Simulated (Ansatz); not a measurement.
## Effect of uniaxial strain ε_xx = −1.00 % on Be

The reference is Be in the hcp (Mg type) structure (space group P6_3/mmc, No. 194; a = 2.255 Å, c = 3.558 Å; relaxed with 0.1 eV smearing). Axes: x lies along a and z along c of the hexagonal cell.

Perturbation: uniaxial strain ε_xx = −1.00 %, all other strain components held at zero; the atoms relax in the strained cell.

The values are results of PBEsol (Ansatz, a program for electronic structure; PAW; 420 eV plane waves; no spin-orbit coupling), not measurements. Γ-centred 29×29×16 mesh, Fermi–Dirac width 0.1 eV.

The volume per atom drops by 0.08 Å³ to 7.76 Å³ and the space group changes from P6_3/mmc (No. 194) to Cmcm (No. 63). The shortest interatomic distance falls by 0.004 Å to 2.201 Å and the energy rises by 0.8 meV/atom. The band gap is still zero and the stress (xx, yy, zz, yz, xz, xy; compression positive) is (3.4, 0.2, 0.1, 0.0, 0.0, 0.0) GPa.

Whether these cells are dynamically stable was not tested.
